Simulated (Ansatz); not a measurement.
Start from Rh in the fcc (Cu type) structure (space group Fm-3m, No. 225; a = 3.7816 Å; relaxed with 0.1 eV smearing). Axes: x, y, z lie along the cube axes.

All numbers come from PBEsol (Ansatz, a quantum-chemistry and plane-wave program, PAW, without spin-orbit coupling).

Strains are applied to the cell and any free atomic positions relax.

One change was made to it. Results:

| quantity | base | after |
|---|---|---|
| energy relative to the base (free energy F) | 0 meV/atom | +4.3 meV/atom |
| pressure (mean of the normal stresses, compression positive) | 0.0 GPa | -4.2 GPa |

### Question
Which change produced these results?
(A) uniaxial strain ε_zz = +2.00 %
(B) uniaxial strain ε_zz = +0.50 %
(C) uniaxial strain ε_zz = +1.50 %
(D) uniaxial strain ε_zz = −1.00 %

### Answer
C, uniaxial strain ε_zz = +1.50 %. For comparison, the energy relative to the base in the other runs: uniaxial strain ε_zz = −1.00 % gives +2.0 meV/atom; uniaxial strain ε_zz = +0.50 % gives +0.5 meV/atom; uniaxial strain ε_zz = +2.00 % gives +7.5 meV/atom.

No phonon test of stability was made. All final runs are without spin polarisation. Rh lies near a magnetic instability that expansion can trigger; it was not tested.
